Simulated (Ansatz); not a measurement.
Worked example: self-consistent single point of ScB₂ (P6mm, 3 atoms in the cell) in Ansatz (an electronic-structure program).

Method: PBEsol, default PAW files made with PBE (plane waves; Ansatz).

The change in words: lattice scaled by 0.98; kpoints.mp_grid.grid: 12 12 9 → 13 13 10; scf.occupations.width: 0.1 eV → 0.05 eV. Reference geometry:
```
ScB2
1.0
    3.12968     0.00000     0.00000
   -1.56484     2.71039     0.00000
    0.00000     0.00000     3.51772
Sc B
1 2
Direct
  0.00000   0.00000   0.01421
  0.66667   0.33333   0.50000
  0.33333   0.66667   0.50000
```

Reference input (self-consistent single point, DFT, PBEsol, plane waves, default PAW files made with PBE): basis.ecutwfc = 420 eV; kpoints.mp_grid.grid = 12 12 9; hamiltonian.xc = pbesol; hamiltonian.pseudopotentials = {kind: paw} (the program's default PAW files); scf.occupations.method = gaussian; scf.occupations.width = 0.1 eV. This run's input differs from it in these lines:

Ansatz 0.2 input:
```diff
@@ -2,5 +2,5 @@
   lattice:
-    - [3.129683, 0.000000, 0.000000]
-    - [-1.564841, 2.710385, 0.000000]
-    - [0.000000, 0.000000, 3.517723]
+    - [3.067089, 0.000000, 0.000000]
+    - [-1.533544, 2.656177, 0.000000]
+    - [0.000000, 0.000000, 3.447369]
   atoms:
@@ -12,3 +12,3 @@
 kpoints:
-  mp_grid: { grid: [12, 12, 9] }
+  mp_grid: { grid: [13, 13, 10] }
 hamiltonian:
@@ -17,3 +17,3 @@
 scf:
-  occupations: { method: gaussian, width: 0.1 }
+  occupations: { method: gaussian, width: 0.05 }
 output:
```

Log, with long lists cut:

```
SCF iter   1: F=—  HF=-2419.327875 eV  |F-HF|=—  |Δ(HF+E_count)|=         —  Δρ=4.05e-3  dr2=3.63e-3  ethr=1.77e-3  ⟨swp⟩=4.4  Hψ=7743  notcnv=0
all-band conjugate gradients solve this SCF's bands
preconditioner: auto → none
SCF iter   2: F=—  HF=-2419.326574 eV  |F-HF|=—  |Δ(HF+E_count)|=   1.30e-3  Δρ=2.17e-3  dr2=1.19e-3  ethr=2.13e-5  ⟨swp⟩=2.9  Hψ=3864  notcnv=0  defer=52
   [... lines left out ...]
SCF iter   4: F=—  HF=-2419.326165 eV  |F-HF|=—  |Δ(HF+E_count)|=   1.63e-5  Δρ=1.10e-4  dr2=5.31e-6  ethr=8.61e-8  ⟨swp⟩=2.0  Hψ=2504  notcnv=0  defer=52
iter 5 did not close the SCF: its close was put off for the readings that it lacked (scf_convergence_deferred on its scf_iter line)
SCF iter   5: F=-2419.326163 eV  HF=-2419.326163 eV  |F-HF|=1.29e-9  |Δ(HF+E_count)|=   1.93e-6  Δρ=2.24e-5  dr2=8.95e-8  ethr=3.12e-8  ⟨swp⟩=2.1  Hψ=2418  notcnv=0  defer=52
SCF iter   6: F=-2419.326163 eV  HF=-2419.326163 eV  |F-HF|=7.04e-10  |Δ(HF+E_count)|=   1.88e-8  Δρ=3.20e-6  dr2=2.37e-9  ethr=5.27e-10  ⟨swp⟩=3.1  Hψ=5770  notcnv=0
SCF 1 converged in 6 iterations: F = -2419.326163 eV  dr2 = 2.37e-9
Free energy (F): -2419.326163 eV
Internal energy: -2419.324644 eV  (E = F + TS)
E sigma→0 (E₀):  -2419.325403 eV
Entropy (-TS):   -0.001519 eV (-0.506 meV/atom)
Fermi energy:    12.932375 eV
--- Forces (eV/Å), atoms counted from 1 ---
  atom   1  Sc    -0.00000000    -0.00000000    -0.58212895
  atom   2  B      0.00000000    -0.00000000     0.29105643
  atom   3  B     -0.00000000     0.00000000     0.29105643
--- Stress (GPa, compression-positive) ---
       12.855746       0.000000       0.000000
        0.000000      12.855746       0.000000
        0.000000       0.000000       7.828255
  P = ⅓ Tr σ = 11.1799 GPa (111.799 kbar)
  The stress holds the Pulay correction. Without it, at fixed plane waves, as pw.x and ABINIT print it: P = 10.9947 GPa
```

The run converged in 6 iterations. Against the reference run the free energy rises by 17.5 meV/atom, the pressure goes from -1.95 to 11.18 GPa and the largest force goes from 0.481 to 0.582 eV/Å. The full log also holds: “iter 5 did not close the SCF: its close was put off for the readings that it lacked (scf_convergence_deferred on its scf_iter line)”.

The starting cell comes from a database of computed structures (which also holds hypothetical and non-ambient phases and stackings), without a prior relaxation at this level. Its lattice was rescaled by up to half a per cent. One atom was moved a little off its site on purpose. For this run, on top of that: lattice scaled by 0.98. With a pressure of about 11 GPa the cell is away from its equilibrium volume at this level. Ansatz's pressure includes its estimate of the finite-basis (Pulay) stress.
